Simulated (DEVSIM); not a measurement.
System: illuminated Si p-on-n cell, one wavelength, at 300 K.

Layer 1 from the left is Si, thickness (μm) 0.420, Na (cm⁻³) 1.3e19, τn (s) 8.7e-6, τp (s) 1e-6, absorption coefficient (cm⁻¹) 120. Layer 2 from the left is Si, thickness (μm) 130, Nd (cm⁻³) 5.7e15, τn (s) 7.9e-5, τp (s) 7.9e-5, absorption coefficient (cm⁻¹) 120.

Left contact: ohmic, minority electron recombination velocity 2e6 cm/s. Right contact: ohmic, minority hole recombination velocity 2000 cm/s. Voltage is applied to the left contact. Recombination: SRH at mid-gap, radiative, Auger. Gap narrowing is on: ΔEg = 6.92 meV × (l + √(l² + 0.5)), l = ln(N/1.3e17 cm⁻³), shared equally by both band edges. Light enters at the left, 4.2e17 photons cm⁻² s⁻¹, one pass, no reflection. Mobility is μmin + (μ − μmin)/(1 + (N/Nref)^α).

Constants are typed, rounded textbook-type inputs, not results; the design itself was drawn at random and stands for no fabricated device. Values at 300 K.

Si: gap (eV) 1.124, affinity (eV) 4.05, permittivity 11.7, Nc (cm⁻³) 2.86e19, Nv (cm⁻³) 3.1e19, μn (cm²/Vs) 1417, μp (cm²/Vs) 470, μn,min 52, μp,min 45, Nref,n 9.7e16, Nref,p 2.2e17, αn 0.68, αp 0.72, B (cm³/s) 4.7e-15, Cn (cm⁶/s) 2.8e-31, Cp (cm⁶/s) 9.9e-32.

Simulated with DEVSIM: 1D drift-diffusion, Boltzmann statistics, complete ionisation; no tunnelling, impact ionisation, image-force lowering or self-heating.

Dark forward current:

| |V| (V) | |J| (A/cm²) |
|---|---|
| 0.05 | 9.288e-11 |
| 0.10 | 4.159e-10 |
| 0.15 | 1.867e-9 |
| 0.20 | 9.785e-9 |
| 0.25 | 5.867e-8 |
| 0.30 | 3.804e-7 |
| 0.35 | 2.559e-6 |
| 0.40 | 1.750e-5 |
| 0.45 | 0.0001204 |
| 0.50 | 0.0008309 |
| 0.55 | 0.005726 |
| 0.60 | 0.03891 |
| 0.65 | 0.2462 |
| 0.70 | 1.306 |
| 0.75 | 5.532 |
| 0.80 | 18.36 |
| 0.85 | 47.86 |
| 0.90 | 102.0 |
| 0.95 | 186.7 |
| 1.00 | 306.2 |
| 1.05 | 462.9 |
| 1.10 | 658.1 |
| 1.15 | 892.6 |
| 1.20 | 1166 |
| 1.25 | 1479 |
| 1.30 | 1829 |

Work out the local ideality factor n = ΔV / (kT/q · ln(J2/J1)) between the rows 0.15 and 0.20 V, 0.45 and 0.50 V, 1.25 and 1.30 V.

kT/q = 25.85 mV. From 0.15 to 0.20 V: ln(9.785e-9/1.867e-9) = 1.657, n = 1.17. From 0.45 to 0.50 V: ln(0.0008309/0.0001204) = 1.932, n = 1.00, near the 1 of diffusion or emission over a barrier. From 1.25 to 1.30 V: ln(1829/1479) = 0.212, n = 9.11.

What current could the absorbed light give at most, and what share is collected?

Σ αd = 1.57, so qΦ(1 − exp(−Σ αd)) = 53.2 mA/cm². The simulated short-circuit current is 38.63 mA/cm², a share of 0.73.

Estimate the open-circuit voltage by superposition: the voltage at which the dark current equals that short-circuit current.

Interpolating ln J in the table gives 0.600 V. The simulation gives 0.600 V, the same within the digits that matter. Superposition holds where collection doesn't change with voltage.

Estimate the fill factor from FF0 = (v − ln(v + 0.72))/(v + 1), v = qVoc/(nkT), with n from the dark curve.

The rows about Voc, 0.55 and 0.60 V, give n = 1.01, so v = 23.0 and FF0 = 0.826. The simulation gives 0.826, the same within the digits that matter.
